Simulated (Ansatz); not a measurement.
Levels about the gap of amorphous Si45N60 (105 atoms in a cell of 1208 Å³, 2.89 g/cm³; zone centre alone, so wide bands show as single levels with stretches between that a denser mesh fills), at the geometry that PBE relaxed, where it gives -1.4 GPa on a denser mesh. The participation number counts the atoms over which a state spreads; weights are charges in smoothed Voronoi cells. The levels come from a single point, so bond lengths are those of that geometry. Method of the levels: r2SCAN, scalar-relativistic without spin-orbit coupling (Ansatz, a first-principles code). Sampling: the zone centre alone; Fermi-Dirac width 0.01 eV; collinear spin, started from moments on atoms (the moments died out). At PBE the levels at both edges of the gap are localised (band-tail or defect states), and the nearest spread-out levels lie 3.0 eV apart at the zone centre.

It comes from a melt-quench run on a machine-learned potential (CHGNet), relaxed afterwards by DFT. N atoms were pushed apart under 1.9 Å during the dynamics, to hinder bonds among them. The hot cell started wider than the set density and was brought back towards it in steps. It is the lowest in DFT energy of 2 quenches. It is a model cell: composition and starting density were chosen by hand, and all elements were melted together. No dispersion term was used. A short ab initio anneal came between quench and relaxation. Its density started from a set value of 2.89 and ended at 2.89 g/cm³. The simulated quench (nominally 300 K/ps over its main leg) is rapid and tends to freeze in more defects than a deposited or slowly cooled glass has. One small periodic cell is one sample of the glass; other quenches scatter about these values. The volume was held where the preparation left it and the shape relaxed, at a PBE pressure of -1.4 GPa (tension). Stress components on the final sampling reach 1.4 GPa.

```json
[
 {"E - E(highest filled), eV": "-0.82", "filling": "filled", "spin": "dn", "participation number": "11.4", "largest on": "N, 2 neighbours", "weight N": "0.88", "weight Si": "0.12"},
 {"E - E(highest filled), eV": "-0.76", "filling": "filled", "spin": "dn", "participation number": "6.3", "largest on": "N, 2 neighbours", "weight N": "0.89", "weight Si": "0.11"},
 {"E - E(highest filled), eV": "-0.76", "filling": "filled", "spin": "up", "participation number": "6.3", "largest on": "N, 2 neighbours", "weight N": "0.89", "weight Si": "0.11"},
 {"E - E(highest filled), eV": "-0.66", "filling": "filled", "spin": "up", "participation number": "8.8", "largest on": "N, 3 neighbours", "weight N": "0.91", "weight Si": "0.09"},
 {"E - E(highest filled), eV": "-0.66", "filling": "filled", "spin": "dn", "participation number": "8.8", "largest on": "N, 3 neighbours", "weight N": "0.91", "weight Si": "0.09"},
 {"E - E(highest filled), eV": "0.00", "filling": "filled", "spin": "up", "participation number": "3.5", "largest on": "N, 2 neighbours", "weight N": "0.90", "weight Si": "0.10"},
 {"E - E(highest filled), eV": "0.00", "filling": "filled", "spin": "dn", "participation number": "3.5", "largest on": "N, 2 neighbours", "weight N": "0.90", "weight Si": "0.10"},
 {"E - E(highest filled), eV": "1.58", "filling": "empty", "spin": "up", "participation number": "5.8", "largest on": "Si, 4 neighbours", "weight N": "0.44", "weight Si": "0.56"},
 {"E - E(highest filled), eV": "1.58", "filling": "empty", "spin": "dn", "participation number": "5.8", "largest on": "Si, 4 neighbours", "weight N": "0.44", "weight Si": "0.56"},
 {"E - E(highest filled), eV": "2.28", "filling": "empty", "spin": "up", "participation number": "41.9", "largest on": "Si, 4 neighbours", "weight N": "0.49", "weight Si": "0.51"},
 {"E - E(highest filled), eV": "2.28", "filling": "empty", "spin": "dn", "participation number": "41.9", "largest on": "Si, 4 neighbours", "weight N": "0.49", "weight Si": "0.51"},
 {"E - E(highest filled), eV": "2.62", "filling": "empty", "spin": "up", "participation number": "19.8", "largest on": "Si, 3 neighbours", "weight N": "0.43", "weight Si": "0.57"},
 {"E - E(highest filled), eV": "2.62", "filling": "empty", "spin": "dn", "participation number": "19.8", "largest on": "Si, 3 neighbours", "weight N": "0.43", "weight Si": "0.57"},
 {"E - E(highest filled), eV": "2.85", "filling": "empty", "spin": "up", "participation number": "30.7", "largest on": "Si, 4 neighbours", "weight N": "0.45", "weight Si": "0.55"}
]
```

Most localised among these is the filled level at -0.00 eV, on a N atom, which has 2 neighbours (Si 1.63 Å, Si 1.64 Å).
